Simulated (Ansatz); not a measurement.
An H-capped Ge nanowire along [111], 14 atoms a period besides the caps, stretched and compressed along its axis from its relaxed period of 9.956 Å, atoms relaxed at each length.

All values below come from PBE (plane waves to 420 eV, PAW; Ansatz, an electronic-structure program). Mesh 1×1×4. No spin polarisation. Isolated but for its images some 11 Å away. An idealised model, cut from the bulk lattice. Symmetry and one short period hold its shape; lower forms weren't sought. Values not marked SOC lack spin–orbit coupling. Buckling under compression is shut out by symmetry and the short period. Energies are free energies at a Fermi–Dirac width of 0.02 eV, from the unstrained cell.

| strain (%) | energy (meV a period) | axial force (nN) | PBE gap (eV) |
|---|---|---|---|
| -3.0 | ___ | ___ | ___ |
| -1.5 | +14 | -0.30 | 3.20 |
| 0.0 | 0 | +0.01 | 3.14 |
| +1.5 | ___ | ___ | ___ |
| +3.0 | +55 | +0.59 | 2.93 |
| +6.0 | +217 | +1.16 | 2.60 |

### Question
Fill in the missing entries.

### Answer

- +1.5, energy (meV a period): +14
- +1.5, axial force (nN): +0.30
- +1.5, PBE gap (eV): 3.06
- -3.0, energy (meV a period): +55
- -3.0, axial force (nN): -0.60
- -3.0, PBE gap (eV): 3.25
